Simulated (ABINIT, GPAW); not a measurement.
A GPAW input for a self-consistent single point of BaB₆ (Pm-3m, 7 atoms in the cell) (DFT LDA (Perdew-Wang 92), plane waves, GPAW PAW datasets LDA (gpaw-data 1.0.1)):

```python
from ase import Atoms
from ase.units import GPa
from gpaw import GPAW

atoms = Atoms(['Ba', 'B', 'B', 'B', 'B', 'B', 'B'],
              cell=[[4.146039, 0.000000, 0.000000],
                    [0.000000, 4.146039, 0.000000],
                    [0.000000, 0.000000, 4.146039]],
              positions=[[0.000000, 0.000000, 0.000000],
                         [0.852674, 2.073020, 2.073020],
                         [3.293365, 2.073020, 2.073020],
                         [2.073020, 0.852674, 2.073020],
                         [2.073020, 3.293365, 2.073020],
                         [2.073020, 2.073020, 0.852674],
                         [2.073020, 2.073020, 3.293365]],
              pbc=True)

calc = GPAW(mode={'name': 'pw', 'ecut': 900},
            xc='LDA',
            kpts={'size': (10, 10, 10), 'gamma': True},
            occupations={'name': 'methfessel-paxton', 'width': 0.1, 'order': 0},
            nbands=-13,
            convergence={'density': 1e-05},
            symmetry={'symmorphic': False, 'tolerance': 0.0005},
            maxiter=100)

atoms.calc = calc

energy = atoms.get_potential_energy()
print('Energy (eV):', round(energy, 6))
forces = atoms.get_forces()
print('Forces (eV/Ang):')
print(forces.round(5))
stress = atoms.get_stress()
print('Stress (GPa, Voigt):', (stress / GPa).round(4))
```

### Question
Write the same calculation as an input for ABINIT.

### Answer
One input that does it (others would too):

```
# BaB6, PseudoDojo nc-sr-04 LDA standard
pp_dirpath "./"
pseudos "Ba.upf, B.upf"
acell 7.8348782120 7.8348782120 7.8348782120
rprim
         1.0000000000    0.0000000000    0.0000000000
         0.0000000000    1.0000000000    0.0000000000
         0.0000000000    0.0000000000    1.0000000000
natom 7
ntypat 2
znucl 56 5
typat 1 2 2 2 2 2 2
xcart
         0.0000000000    0.0000000000    0.0000000000
         1.6113210531    3.9174391060    3.9174391060
         6.2235571589    3.9174391060    3.9174391060
         3.9174391060    1.6113210531    3.9174391060
         3.9174391060    6.2235571589    3.9174391060
         3.9174391060    3.9174391060    1.6113210531
         3.9174391060    3.9174391060    6.2235571589
ecut 1034 eV
occopt 7
tsmear 0.00367493
nband 19
kptopt 1
ngkpt 10 10 10
nshiftk 1
shiftk 0 0 0
nstep 50
tolvrs 1.0e-10
prtwf 0
prtden 0
enunit 2
```

Basis, cutoffs, solver keys and any potentials are the target program's own. This input uses DFT, LDA (PW92), plane waves, norm-conserving pseudopotentials (PseudoDojo nc-sr-04 LDA standard). LDA parametrisations can differ slightly between programs.

The starting cell comes from a database of computed structures (which also holds hypothetical and non-ambient phases and stackings), without a prior relaxation at this level. Its lattice was rescaled by a random factor within 2.5 % of one. For this run, on top of that: lattice scaled by 0.98.
